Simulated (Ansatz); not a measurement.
Base system: Bi (space group R-3m, No. 166; relaxed with 0.1 eV smearing).

```xyz
2
Lattice="2.2362 1.2911 3.7551 -2.2362 1.2911 3.7551 0.0000 -2.5822 3.7551" Properties=species:S:1:pos:R:3 pbc="T T T"
Bi     0.0000     0.0000     2.7052
Bi     0.0000     0.0000     8.5600
```

Cartesian axes are those of the cell as printed.

The values are results of Kohn–Sham DFT with the PBEsol-D3(BJ) functional, run in Ansatz (an electronic-structure program) with PAW and 420 eV plane waves, no spin-orbit coupling, not measurements.

Strains are applied to the cell and any free atomic positions relax.

One change was made to it. Results:

| quantity | base | after |
|---|---|---|
| band gap | zero | zero |
| largest internal atomic displacement | – | 0.054 Å |
| energy relative to the base (free energy F) | 0 meV/atom | +2.3 meV/atom |

Which of these changes matches the shifts?
A. tensor shear ε_xz = −0.35 %
B. isotropic strain +4.80 %
C. uniaxial strain ε_zz = −4.40 %
D. tensor shear ε_yz = +1.61 %

D, tensor shear ε_yz = +1.61 %. For comparison, the energy relative to the base in the other runs: uniaxial strain ε_zz = −4.40 % gives +12 meV/atom; isotropic strain +4.80 % gives +84 meV/atom; tensor shear ε_xz = −0.35 % gives +0.1 meV/atom.

Spin-orbit coupling, missing from the scalar runs, can matter with Bi. No phonon test of stability was made.
